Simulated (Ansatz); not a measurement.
An Ansatz (a program for electronic structure) run: SnO2 with a change (tensor shear ε_xz = +2.00 %); PBEsol (Ansatz), without spin-orbit coupling.

Input:

Ansatz 0.2 input:
```yaml
crystal:
  lattice:
    - [4.7691766365, 0, 0.0953835327]
    - [0, 4.7691766365, 0]
    - [0.0642400759, 0, 3.2120037955]
  atoms:
    - { symbol: Sn, position: [0, 0, 0] }
    - { symbol: Sn, position: [0.5, 0.5, 0.5] }
    - { symbol: O, position: [0.3062729855, 0.3062729855, 0] }
    - { symbol: O, position: [0.8062729855, 0.1937270145, 0.5] }
    - { symbol: O, position: [0.1937270145, 0.8062729855, 0.5] }
    - { symbol: O, position: [0.6937270145, 0.6937270145, 0] }
basis: { ecutwfc: 420, ecutrho_ratio: 4, xc_grid: 2, fft_grid_basis: typed }
kpoints: { mp_grid: { grid: [7, 7, 10] } }
hamiltonian:
  xc: pbesol
  dispersion: none
  pseudopotentials: { kind: paw }
scf: { occupations: { method: fermi_dirac, width: 0.05 }, convergence: { dr2_threshold: 0.0000000006 } }
relax: { f_tol: 0.005, max_steps: 50 }
output: { forces: true, stress: true }
checkpoint: { write: state.ck, write_every: 1000 }
```

Output (explanatory and most iteration lines left out):

```
Relaxation: its limit of steps is 50 (relax.max_steps)
Pseudopotential: Sn, paw, valence charge 14
Pseudopotential: O, paw, valence charge 6
Crystal: 6 atoms, lattice volume = 73.028 Å³
Basis set: ecut = 420 eV, 1433 PW (Γ), exchange–correlation on 64×64×48 points (8 copies of the dense FFT grid, shifted against one another)
Bands: 32, of which v1, the nominal top of the filled ones, is band 26 counted from 1 (25 counted from 0)
Symmetry: 4 space group operations
Space group: P21/c (ITA 14), of the structure as read, at distance tolerance 4.2e-5 Å
k-points: 144 of 490
Functional: x = pbesol(κ = 0.804, μ = 0.12345679012345678), c = pbesol(β = 0.046)
SCF iter   1: F=—  HF=-14143.071146 eV  |F-HF|=—  |Δ(HF+E_count)|=         —  Δρ=1.61e-2  dr2=1.51e-1  ethr=1.77e-3  ⟨swp⟩=6.1  Hψ=20396  notcnv=0  defer=9
SCF iter   2: F=—  HF=-14143.028769 eV  |F-HF|=—  |Δ(HF+E_count)|=   4.24e-2  Δρ=2.54e-3  dr2=2.22e-3  ethr=2.90e-4  ⟨swp⟩=2.1  Hψ=7801  notcnv=0  defer=243
SCF 1 converged in 8 iterations: F = -14143.028647 eV  dr2 = 2.94e-10
relax step   1: F+E_penalty+E_count = -14143.02864685 eV  Δ(F+E_penalty+E_count) = +0.000e0 eV  max|allowed force component| = 2.000e-1 eV/Å  Δτ_max = 0.0000 Å  (8 SCF iters, accepted)
Crystal: 6 atoms, lattice volume = 73.028 Å³
SCF iter   1: F=—  HF=-14143.034157 eV  |F-HF|=—  |Δ(HF+E_count)|=         —  Δρ=1.43e-3  dr2=5.80e-4  ethr=1.09e-6  ⟨swp⟩=2.0  Hψ=14817  notcnv=0  defer=243
SCF iter   2: F=—  HF=-14143.034064 eV  |F-HF|=—  |Δ(HF+E_count)|=   9.35e-5  Δρ=7.65e-4  dr2=1.92e-4  ethr=1.09e-6  ⟨swp⟩=1.0  Hψ=4365  notcnv=0  defer=243
SCF 2 converged in 7 iterations: F = -14143.033974 eV  dr2 = 4.28e-11
relax step   2: F+E_penalty+E_count = -14143.03397434 eV  Δ(F+E_penalty+E_count) = -5.327e-3 eV  max|allowed force component| = 8.744e-2 eV/Å  Δτ_max = 0.0093 Å  (7 SCF iters, accepted)
Crystal: 6 atoms, lattice volume = 73.028 Å³
SCF iter   1: F=—  HF=-14143.035390 eV  |F-HF|=—  |Δ(HF+E_count)|=         —  Δρ=1.19e-3  dr2=3.71e-4  ethr=7.39e-6  ⟨swp⟩=2.5  Hψ=10518  notcnv=0  defer=242
SCF iter   2: F=—  HF=-14143.035333 eV  |F-HF|=—  |Δ(HF+E_count)|=   5.65e-5  Δρ=6.32e-4  dr2=1.25e-4  ethr=7.14e-7  ⟨swp⟩=1.0  Hψ=5760  notcnv=0  defer=242
SCF 3 converged in 7 iterations: F = -14143.035263 eV  dr2 = 1.05e-10
relax step   3: F+E_penalty+E_count = -14143.03526275 eV  Δ(F+E_penalty+E_count) = -1.288e-3 eV  max|allowed force component| = 3.163e-3 eV/Å  Δτ_max = 0.0076 Å  (7 SCF iters, accepted)
Crystal: 6 atoms, lattice volume = 73.028 Å³
SCF iter   1: F=—  HF=-14143.035318 eV  |F-HF|=—  |Δ(HF+E_count)|=         —  Δρ=2.07e-4  dr2=6.42e-6  ethr=1.49e-7  ⟨swp⟩=2.3  Hψ=9270  notcnv=0  defer=242
SCF iter   2: F=—  HF=-14143.035274 eV  |F-HF|=—  |Δ(HF+E_count)|=   4.44e-5  Δρ=1.03e-4  dr2=1.94e-6  ethr=1.23e-8  ⟨swp⟩=1.0  Hψ=5760  notcnv=0  defer=242
SCF 4 converged in 6 iterations: F = -14143.035274 eV  dr2 = 2.90e-11
relax step   4: F+E_penalty+E_count = -14143.03527369 eV  Δ(F+E_penalty+E_count) = -1.094e-5 eV  max|allowed force component| = 1.849e-3 eV/Å  Δτ_max = 0.0011 Å  (6 SCF iters, accepted)
SCF converged after 6 iterations
Free energy (F): -14143.035274 eV
Internal energy: -14143.035273 eV  (E = F + TS)
E sigma→0 (E₀):  -14143.035273 eV
Entropy (-TS):   -0.000001 eV (-0.000 meV/atom)
Fermi energy:    9.582892 eV
--- Forces (eV/Å), atoms counted from 1 ---
  atom   1  Sn     0.00000000     0.00000000    -0.00000000
  atom   2  Sn     0.00000000     0.00000000    -0.00000000
  atom   3  O     -0.00115760     0.00184892    -0.00068512
  atom   4  O     -0.00115760    -0.00184892    -0.00068512
  atom   5  O      0.00115760     0.00184892     0.00068512
  atom   6  O      0.00115760    -0.00184892     0.00068512
--- Stress (GPa, compression-positive) ---
        0.152256       0.000000      -3.566074
        0.000000       0.161848       0.000000
       -3.566074       0.000000       0.021688
  P = ⅓ Tr σ = 0.1119 GPa (1.119 kbar)
--- Relaxed structure (4 steps of the walk, 4 accepted, 0 SCFs on fresh bases) ---
  atoms:
    - { symbol: Sn, position: [-1.2740608856220214e-20, 1.1366764696737861e-20, -1.7929509856784806e-19] }
    - { symbol: Sn, position: [0.5, 0.49999999999999994, 0.4999999999999999] }
    - { symbol: O, position: [0.3054261483329625, 0.30693669369558885, 0.0051589471875627905] }
    - { symbol: O, position: [0.8054261483329624, 0.19306330630441101, 0.5051589471875627] }
    - { symbol: O, position: [0.19457385166703742, 0.806936693695589, 0.4948410528124372] }
    - { symbol: O, position: [0.6945738516670374, 0.6930633063044109, -0.005158947187562797] }
```

The cells carry an imposed strain or load. Whether these cells are dynamically stable was not tested. The cell was made from SnO₂ in the rutile structure (space group P4_2/mnm, No. 136) by this change: tensor shear ε_xz = +2.00 %.
